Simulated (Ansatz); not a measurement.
Results of PBEsol (Ansatz, a first-principles code, plane waves, PAW) for GaSe (R3m, No. 160, 4 atoms in the cell; start mp-11342; a measured phase of this formula has another space group).

Run with plane-wave cutoff 500 eV, 12×12×12 k mesh, gaussian smearing 0.02 eV, scalar-relativistic PAW data made under PBE.

Cell (relaxed at this level):

```
CELL_PARAMETERS angstrom
      1.87361     1.08173     8.17310
     -1.87361     1.08173     8.17310
      0.00000    -2.16346     8.17310
ATOMIC_POSITIONS crystal
  Ga 0.95023 0.95023 0.95023
  Ga 0.04943 0.04943 0.04943
  Se 0.23579 0.23579 0.23579
  Se 0.43056 0.43056 0.43056
```

### Question
Predict the band gap.

### Answer

- band gap: 1.03 eV (on the SCF k mesh)

Note: the relaxation could not lower the start's symmetry, so the cell can be a saddle point above a distorted one; the cell has widely spaced layers and the level no dispersion term, so their spacing and the moduli can rest on weak binding.

Spin–orbit coupling is not included.

The computed numbers hold no vibrational or temperature effects.

A start named mp-… is a Materials Project structure, which need not be a measured phase.
